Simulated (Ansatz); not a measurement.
Worked example: self-consistent single point of Cu3AsS4 (R3m, 8 atoms in the cell) in Ansatz (a quantum-chemistry and plane-wave program).

Method: PBEsol, harder PAW files (source: ansatz) made with PBE (plane waves; Ansatz).

```xyz
8
Lattice="5.2855 0.0000 0.0000 0.0000 5.2855 0.0000 0.0000 0.0000 5.2855" Properties=species:S:1:pos:R:3 pbc="T T T"
Cu     0.0000     2.6428     2.6428
Cu     2.6428     0.0000     2.6428
Cu     2.6428     2.6428     0.0000
As     0.0289     0.0289     0.0289
S      1.3355     3.9500     3.9500
S      3.9500     3.9500     1.3355
S      3.9500     1.3355     3.9500
S      1.3355     1.3355     1.3355
```

Reference input (self-consistent single point, DFT, PBEsol, plane waves, default PAW files made with PBE): basis.ecutwfc = 420 eV; kpoints.mp_grid.grid = 4 4 4; hamiltonian.xc = pbesol; hamiltonian.pseudopotentials = {kind: paw} (the program's default PAW files); scf.occupations.method = gaussian; scf.occupations.width = 0.1 eV. This run's input differs from it in these lines:

Ansatz 0.2 input:
```diff
@@ -15,3 +15,3 @@
 basis:
-  ecutwfc: 420.0
+  ecutwfc: 490.0
 kpoints:
@@ -23,2 +23,3 @@
     kind: paw
+    source: ansatz
 scf:
```

Output, abridged:

```
SCF iter   1: F=—  HF=-28120.542290 eV  |F-HF|=—  |Δ(HF+E_count)|=         —  Δρ=3.97e-2  dr2=3.60e0  ethr=3.10e-3  ⟨swp⟩=7.0  Hψ=3092  notcnv=0  defer=3
all-band conjugate gradients solve this SCF's bands
preconditioner: auto → Kerker (q_TF=auto, 2.539 Å⁻¹)
SCF iter   2: F=—  HF=-28119.948046 eV  |F-HF|=—  |Δ(HF+E_count)|=   5.94e-1  Δρ=2.36e-2  dr2=1.50e0  ethr=3.10e-3  ⟨swp⟩=2.1  Hψ=936  notcnv=0  defer=61
   [... lines left out ...]
SCF iter   6: F=—  HF=-28119.583242 eV  |F-HF|=—  |Δ(HF+E_count)|=   7.61e-5  Δρ=2.70e-4  dr2=1.03e-4  ethr=4.97e-7  ⟨swp⟩=2.0  Hψ=1156  notcnv=0  defer=52
SCF iter   7: F=—  HF=-28119.583290 eV  |F-HF|=—  |Δ(HF+E_count)|=   4.77e-5  Δρ=1.15e-4  dr2=2.30e-5  ethr=1.08e-7  ⟨swp⟩=2.0  Hψ=1171  notcnv=0  defer=52
SCF iter   8: F=—  HF=-28119.583122 eV  |F-HF|=—  |Δ(HF+E_count)|=   1.68e-4  Δρ=2.14e-5  dr2=1.00e-6  ethr=2.40e-8  ⟨swp⟩=2.0  Hψ=1123  notcnv=0  defer=52
SCF iter   9: F=-28119.583122 eV  HF=-28119.583122 eV  |F-HF|=1.88e-9  |Δ(HF+E_count)|=   4.51e-7  Δρ=6.41e-6  dr2=8.64e-8  ethr=1.04e-10  ⟨swp⟩=11.8  Hψ=3867  notcnv=0
SCF 1 converged in 9 iterations: F = -28119.583122 eV  dr2 = 8.64e-8
Free energy (F): -28119.583122 eV
Internal energy: -28119.567305 eV  (E = F + TS)
E sigma→0 (E₀):  -28119.575214 eV
Entropy (-TS):   -0.015817 eV (-1.977 meV/atom)
Fermi energy:    8.645530 eV
--- Forces (eV/Å), atoms counted from 1 ---
  atom   1  Cu    -0.04771740     0.03455581     0.03455581
  atom   2  Cu     0.03455581    -0.04771740     0.03455581
  atom   3  Cu     0.03455581     0.03455581    -0.04771740
  atom   4  As    -0.32047789    -0.32047789    -0.32047789
  atom   5  S      0.16067595    -0.10412892    -0.10412892
  atom   6  S     -0.10412892    -0.10412892     0.16067595
  atom   7  S     -0.10412892     0.16067595    -0.10412892
  atom   8  S      0.34666495     0.34666495     0.34666495
--- Stress (GPa, compression-positive) ---
       -2.424794       0.234437       0.234437
        0.234437      -2.424794       0.234437
        0.234437       0.234437      -2.424794
  P = ⅓ Tr σ = -2.4248 GPa (-24.248 kbar)
  The stress holds the Pulay correction. Without it, at fixed plane waves, as pw.x and ABINIT print it: P = -11.6079 GPa
```

The run converged in 9 iterations. Against the reference run the pressure moves little (-2.52 to -2.42 GPa) and the largest force goes from 0.617 to 0.600 eV/Å.

The starting cell comes from a database of computed structures (which also holds hypothetical and non-ambient phases and stackings), without a prior relaxation at this level. Its lattice was rescaled by up to half a per cent. One atom was moved a little off its site on purpose. Spin polarisation is off. Ansatz's pressure includes its estimate of the finite-basis (Pulay) stress. Without the estimate this run gives -11.61 GPa. The cutoff lies below the one recommended for these files. The run gives no clean gap (levels at the Fermi energy touch, overlap or are partly filled at this smearing), which alone does not show that the compound is a metal.
